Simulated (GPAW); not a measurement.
A self-consistent single point of BaNiSn3 (I4mm, 5 atoms in the cell) with GPAW.

Method of the run: PBEsol, GPAW PAW datasets PBEsol (made by gpaw-setup) (plane waves; GPAW).

The change in words: lattice scaled by 0.98. Reference geometry:
```
BaNiSn3
1.0
   -2.42528     2.42528     5.51985
    2.42528    -2.42528     5.51985
    2.42528     2.42528    -5.51985
Ba Ni Sn
1 1 3
Direct
  0.00098   0.00098   0.00000
  0.65982   0.65982   0.00000
  0.25009   0.75009   0.50000
  0.75009   0.25009   0.50000
  0.42732   0.42732   0.00000
```

Reference input (self-consistent single point, DFT PBEsol, plane waves, GPAW PAW datasets PBEsol (made by gpaw-setup)): mode = pw; ecut = 800 eV; xc = PBEsol; kpts = 5 5 5; mesh shift (steps) = 0 0 0; occupations.name = fermi-dirac; occupations.width = 0.1 eV; nbands = -13; symmetry.symmorphic = false; symmetry.tolerance = 0.0005; maxiter = 150. This run's input differs from it in these lines:

```diff
@@ -5,10 +5,10 @@
 atoms = Atoms(['Ba', 'Ni', 'Sn', 'Sn', 'Sn'],
-              cell=[[-2.425279, 2.425279, 5.519849],
-                    [2.425279, -2.425279, 5.519849],
-                    [2.425279, 2.425279, -5.519849]],
-              positions=[[0.000000, -0.000000, 0.010819],
-                         [0.000000, -0.000000, 7.284214],
-                         [2.425279, -0.000000, 2.760918],
-                         [0.000000, 2.425279, 2.760918],
-                         [0.000000, -0.000000, 4.717484]],
+              cell=[[-2.376773, 2.376773, 5.409452],
+                    [2.376773, -2.376773, 5.409452],
+                    [2.376773, 2.376773, -5.409452]],
+              positions=[[-0.000000, 0.000000, 0.010603],
+                         [-0.000000, 0.000000, 7.138529],
+                         [2.376773, 0.000000, 2.705700],
+                         [0.000000, 2.376773, 2.705700],
+                         [0.000000, -0.000000, 4.623134]],
               pbc=True)
```

The program printed (abridged):

```
     iter     time        total  log10-change:
                         energy   eigst   dens
iter:   1 --:--:--   -28.315162
iter:   2 --:--:--   -27.102906   -0.73  -1.49
iter:   3 --:--:--   -27.529563   -1.07  -1.54
iter:   4 --:--:--   -26.264987   -1.75  -1.50
iter:   5 --:--:--   -26.160825   -2.08  -1.65
iter:   6 --:--:--   -26.193094   -3.33  -2.11
iter:   7 --:--:--   -26.149465   -2.85  -2.11
iter:   8 --:--:--   -26.132841   -3.34  -2.41
iter:   9 --:--:--   -26.129048c  -3.77  -2.54
iter:  10 --:--:--   -26.127841c  -4.20  -2.82
iter:  11 --:--:--   -26.127745c  -5.14  -3.10
iter:  12 --:--:--   -26.127685c  -5.50  -3.13
iter:  13 --:--:--   -26.127575c  -5.29  -3.18
iter:  14 --:--:--   -26.127571c  -5.96  -3.34
iter:  15 --:--:--   -26.127583c  -5.33  -3.41
iter:  16 --:--:--   -26.127578c  -6.40  -3.72
iter:  17 --:--:--   -26.127598c  -6.21  -3.66
iter:  18 --:--:--   -26.127588c  -6.83  -4.11c
iter:  19 --:--:--   -26.127588c  -7.15  -4.26c
iter:  20 --:--:--   -26.127588c  -8.27c -4.42c
Converged after 20 iterations.

Dipole moment: (-0.000000, 0.000000, -0.882716) |e|*Ang

Energy contributions relative to reference atoms: (reference = -766331.026894)

Kinetic:        +24.227341
Potential:      -16.609928
External:        +0.000000
XC:             -33.731028
Entropy (-ST):   -0.052290
Local:           +0.012172
SIC:             +0.000000
--------------------------
Free energy:    -26.153733
Extrapolated:   -26.127588

Showing only first 2 kpts
 Kpt  Band  Eigenvalues  Occupancy
  0    32      6.96531    2.00000
  0    33      8.35955    0.69977
  0    34      8.62930    0.06998
  0    35      8.62930    0.06998

  1    32      6.99559    2.00000
  1    33      7.15314    1.99998
  1    34      8.57376    0.11887
  1    35     10.03594    0.00000

Fermi level: 8.29759

No gap
   [... lines left out ...]
Energy (eV): -26.127588

Forces in eV/Ang:
  0 Ba    0.00000    0.00000   -0.00644
  1 Ni    0.00000    0.00000    0.02397
  2 Sn    0.00000    0.00000   -0.05206
  3 Sn    0.00000    0.00000   -0.05206
  4 Sn    0.00000    0.00000    0.09209

Stress tensor:
    -0.005440     0.000000     0.000000
     0.000000    -0.005440     0.000000
     0.000000     0.000000    -0.007944
Stress (GPa, Voigt): [-0.8715 -0.8715 -1.2727  0.      0.      0.    ]
```

The run converged in 20 iterations. GPAW prints stress with tension positive. Against the reference run the free energy falls by 8.9 meV/atom, the pressure goes from -2.69 to 1.01 GPa and the largest force goes from 0.081 to 0.092 eV/Å.

The starting cell comes from a database of computed structures (which also holds hypothetical and non-ambient phases and stackings), without a prior relaxation at this level. Its lattice was rescaled by a random factor within 2.5 % of one. For this run, on top of that: lattice scaled by 0.98. Spin polarisation is off.

Cost on one core of a shared machine: roughly 7 min.
